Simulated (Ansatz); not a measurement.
Base system: a 16-atom supercell of TiAl3 (space group I4/mmm, No. 139; a = 3.8459 Å, c = 8.6199 Å) at its relaxed geometry.

Computed with PBE (Ansatz, a quantum-chemistry and plane-wave program; PAW; 420 eV plane waves; no SOC).

Before the change:

| Property | Value |
|---|---|
| Pressure | 0.0 GPa |

Perturbation: a neutral Li interstitial (started 1.92 Å from the nearest host atom), atoms relaxed at fixed cell, starting from a slightly rattled geometry.

Question: How does this affect the final site of the added atom, largest displacement of a host atom from its site in the perfect cell and pressure?

Answer: The final site of the added atom comes out as 5 Al at 2.08–2.22 Å and 5 Ti at 2.97–3.02 Å; the largest displacement of a host atom from its site in the perfect cell comes out as 0.75 Å; the pressure goes from zero to 6.2 GPa.

In so small a cell the defect repeats every few ångströms: this is an ordered compound, not a dilute defect. The final runs are not spin-polarised. The defect cell is not spin-polarised.
